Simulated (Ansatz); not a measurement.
SiC: response to strain

The reference is SiC in the zinc blende structure (space group F-43m, No. 216; a = 4.356 Å). Axes: x, y, z lie along the cube axes.

Strains are applied to the cell and any free atomic positions relax.

Calculations: r2SCAN (Ansatz, a program for electronic structure; PAW; 500 eV plane waves; spin-orbit coupling left out).

Notes on the quantities. energy relative to the base: free energy F.

```json
[
 {"uniaxial strain ε_zz (%)": "0", "energy relative to the base (meV/atom)": "0.0"},
 {"uniaxial strain ε_zz (%)": "0.5", "energy relative to the base (meV/atom)": "0.3"},
 {"uniaxial strain ε_zz (%)": "1", "energy relative to the base (meV/atom)": "1.3"},
 {"uniaxial strain ε_zz (%)": "1.5", "energy relative to the base (meV/atom)": "3.0"},
 {"uniaxial strain ε_zz (%)": "2", "energy relative to the base (meV/atom)": "?"},
 {"uniaxial strain ε_zz (%)": "2.5", "energy relative to the base (meV/atom)": "8.3"},
 {"uniaxial strain ε_zz (%)": "3", "energy relative to the base (meV/atom)": "11.9"}
]
```

**Question.** Fit ΔE = Aε² + Bε³ (ε in %) to the rows shown and predict the withheld row.

**Answer.** Least squares on the printed values gives A = 1.34 and B = -0.0040 meV/atom (largest residual 0.0 meV/atom); this predicts 5.3 meV/atom, and the run gives 5.3 meV/atom, in agreement.

Whether these cells are dynamically stable was not tested.
